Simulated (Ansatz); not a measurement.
CdTe: response to strain

Take CdTe in the zinc blende structure (space group F-43m, No. 216; a = 6.4887 Å) as the base.

Strains are applied to the cell and any free atomic positions relax.

Calculations: PBEsol, PAW, 420 eV (Ansatz, a first-principles code; spin-orbit coupling left out).

Candidates:
(a) isotropic strain +1.50 %
(b) isotropic strain −2.00 %
(c) isotropic strain +2.50 %
(d) isotropic strain −2.50 %

For the base:

| Quantity | Value |
|---|---|
| Band gap | 0.65 eV |

Question: Order them by band gap, lowest first.

Answer: (c) isotropic strain +2.50 % (0.44 eV), (a) isotropic strain +1.50 % (0.52 eV), (b) isotropic strain −2.00 % (0.83 eV), (d) isotropic strain −2.50 % (0.87 eV)

Spin-orbit coupling, missing from the scalar runs, can matter with Te. No phonon test of stability was made.
